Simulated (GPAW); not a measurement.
Troubleshooting GPAW: a failed run on ScPd (Pm-3m, 2 atoms in the cell). The aim is a self-consistent single point with DFT LDA (Perdew-Wang 92), plane waves, GPAW PAW datasets LDA (gpaw-data 1.0.1).

Cell that was meant: a = 3.2883 Å, b = 3.2883 Å, c = 3.2883 Å, α = 90.00°, β = 90.00°, γ = 90.00°.

Part of the input:

```python
            xc='LDA',
            kpts=monkhorst_pack((13, 13, 13)) + [0.5 / 13, 0.5 / 13, 0.5 / 13],
            occupations={'name': 'methfessel-paxton', 'width': 0.05, 'order': 1},
            nbands=14,
            convergence={'density': 1e-05},
            symmetry={'symmorphic': False, 'tolerance': 0.0005},
            maxiter=120)
```

Output (repeated stretches shortened):

```
     iter     time        total  log10-change:
                         energy   eigst   dens
iter:   1 --:--:--   -16.349721
iter:   2 --:--:--   -13.454370   +0.25  -1.01
iter:   3 --:--:--   -10.775183   +0.99  -1.10
iter:   4 --:--:--   -13.329074   +0.96  -1.51
iter:   5 --:--:--   -12.520782   +0.18  -1.72
   [... 13 lines left out ...]
iter:  19 --:--:--   -12.263245   +0.09  -1.96
iter:  20 --:--:--   -12.210555   -0.59  -2.25
iter:  21 --:--:--   -12.098294   -1.26  -2.30
iter:  22 --:--:--   -12.099602   -1.81  -2.64
iter:  23 --:--:--   -12.096300c  -1.93  -2.66
   [... lines left out ...]

Did not converge!

Here are some tips:

1) Make sure the geometry and spin-state is physically sound.
2) Use less aggressive density mixing.
3) Solve the eigenvalue problem more accurately at each scf-step.
4) Use a smoother distribution function for the occupation numbers.
5) Try adding more empty states.
6) Use enough k-points.
7) Don't let your structure optimization algorithm take too large steps.
8) Solve the Poisson equation more accurately.
9) Better initial guess for the wave functions.

See details here:

    https://gpaw.readthedocs.io/documentation/convergence.html
Traceback (most recent call last):
   [... frames left out ...]
gpaw.KohnShamConvergenceError: Did not converge!  See text output for help.
```

Question: What is wrong, and how is it fixed?

Answer: The fault is too few bands. Each band holds two electrons without spin (one with spinors), and smearing needs some empty bands above the Fermi level. To fix it, raise the band count or leave it to the default. The run ended unconverged after 120 iterations.

An input that runs soundly differs in these lines (not the only fix; some lines may just follow from the change or write a value another way):
```diff
-            nbands=14,
+            nbands=-8,
```

With that input, the run converged in 25 iterations: free energy E − TS (from the program's reference atoms) -12.2432 eV; Fermi level (on the code's own zero) 8.32 eV; pressure -6.32 GPa (DFT LDA (Perdew-Wang 92), plane waves, GPAW PAW datasets LDA (gpaw-data 1.0.1)).

On the sound input: the starting cell comes from a database of computed structures (which also holds hypothetical and non-ambient phases and stackings), without a prior relaxation at this level. Its lattice was rescaled by a random factor within 2.5 % of one. Spin polarisation is off. With a pressure of about -6 GPa the cell is away from its equilibrium volume at this level.
